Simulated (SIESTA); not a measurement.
Input and output of a self-consistent single point for CoGa (P1, 2 atoms in the cell) (SIESTA).

Method: GGA PBE with spin-orbit coupling, numerical atomic orbitals DZP, PseudoDojo PBE fully relativistic norm-conserving potentials (rewritten from UPF to PSML) in SIESTA.

```
CoGa
1.0
    2.88000     0.00000     0.00000
    0.00000     2.88000     0.00000
    0.00000     0.00000     2.88000
Ga Co
1 1
Direct
  0.49682   0.53231   0.48832
  0.00318   0.96769   0.01168
```

Reference input (self-consistent single point, DFT, GGA PBE, numerical atomic orbitals DZP, PseudoDojo PBE standard norm-conserving potentials (rewritten from UPF to PSML)): XC.functional = GGA; XC.authors = PBE; potentials = PseudoDojo PBE standard; PAO.BasisSize = DZP; PAO.EnergyShift = 0.005 Ry; MeshCutoff = 350 Ry; kgrid.MonkhorstPack = 9 9 9; OccupationFunction = MP; OccupationMPOrder = 0; ElectronicTemperature = 1160.45 K; MaxSCFIterations = 150; SCF.Mixer.Method = Pulay. This run's input differs from it in these lines:

```diff
@@ -1,2 +1,2 @@
-# files in the folder: Ga.psml Co.psml (PseudoDojo PBE standard)
+# files in the folder: Ga.psml Co.psml (PseudoDojo PBE fully relativistic)
 SystemName  CoGa
@@ -35,2 +35,7 @@
 ElectronicTemperature        1160.45 K
+Spin                         spin-orbit
+%block DM.InitSpin
+  1 0.00 0.00 0.00
+  2 0.00 0.00 0.00
+%endblock DM.InitSpin
```

Log, with long lists cut:

```
        iscf     Eharris(eV)        E_KS(eV)     FreeEng(eV)     dDmax    Ef(eV) dHmax(eV)
   scf:    1    -6230.211225    -6242.313476    -6242.317692  1.183260 -4.290996  7.667817
     spin moment: {S} , |S| = {   -0.00000   -0.00000   -0.00000 }     0.00000
   scf:    2    -6243.876599    -6243.246485    -6243.251725  0.130824 -4.759947  3.608327
     spin moment: {S} , |S| = {   -0.00000   -0.00000    0.00000 }     0.00000
   scf:    3    -6243.590805    -6243.498937    -6243.505271  0.132653 -5.094552  2.429187
     spin moment: {S} , |S| = {    0.00000   -0.00000    0.00000 }     0.00000
   [... lines left out ...]
     spin moment: {S} , |S| = {    0.00000    0.00000    0.00000 }     0.00000
   scf:    9    -6243.593546    -6243.593545    -6243.600243  0.000113 -5.184240  0.003611
     spin moment: {S} , |S| = {   -0.00000   -0.00000    0.00000 }     0.00000
   scf:   10    -6243.593545    -6243.593546    -6243.600243  0.000229 -5.184120  0.001127
     spin moment: {S} , |S| = {   -0.00000    0.00000    0.00000 }     0.00000
   scf:   11    -6243.593546    -6243.593546    -6243.600243  0.000016 -5.184278  0.000017
     spin moment: {S} , |S| = {    0.00000    0.00000   -0.00000 }     0.00000
SCF Convergence by DM+H criterion
max |DM_out - DM_in|         :     0.0000156908
max |H_out - H_in|      (eV) :     0.0000170757
SCF cycle converged after 11 iterations

Using DM_out to compute the final energy and forces

siesta: E_KS(eV) =            -6243.5935

siesta: E_KS - E_eggbox =     -6243.5935

siesta: Atomic forces (eV/Ang):
     1    0.132935   -1.237816    0.510060
     2   -0.134625    1.242394   -0.513107
   Tot   -0.001690    0.004579   -0.003047
   Max    1.242394
   Res    0.778349    sqrt( Sum f_i^2 / 3N )
   Max    1.242394    constrained

Stress tensor Voigt[x,y,z,yz,xz,xy] (kbar):      -58.37      -32.52      -55.87       25.04       -3.90        8.16
(Free)E + p*V (eV/cell)    -6242.8709
Target enthalpy (eV/cell)    -6243.6002

siesta: Program's energy decomposition (eV):
siesta: Enl(+so)=     -1552.935141
   [... lines left out ...]
siesta: FreeEng =     -6243.600243
siesta: Cell volume =         23.887872 Ang**3
siesta:          48.91968730         74.05023010  kBar
   [... lines left out ...]

Total              30.00000   0.00000      0.000   0.000   0.000

Mulliken Atomic Populations:
Atom #   charge [q] valence [e]           S      Sx [e]      Sy [e]      Sz [e]  Species
     1    -0.725000   13.725000    0.000000    0.000000   -0.000000    0.000000  Ga
     2     0.725000   16.275000    0.000000   -0.000000    0.000000   -0.000000  Co
 Total     0.000000                0.000000    0.000000    0.000000    0.000000
```

The run converged in 11 iterations. Against the reference run the pressure goes from 4.79 to 4.89 GPa and the largest force moves little (1.347 to 1.351 eV/Å).

The starting cell has typed, rounded lattice constants, without a prior relaxation at this level. Its atoms were displaced at random from the sites of space group no. 221. Values carry the incompleteness of an atom-centred basis. With a pressure of about 5 GPa the cell is away from its equilibrium volume at this level. Forces in this geometry exceed 1 eV/Å.

Cost on one core of a shared machine: roughly 2 min.
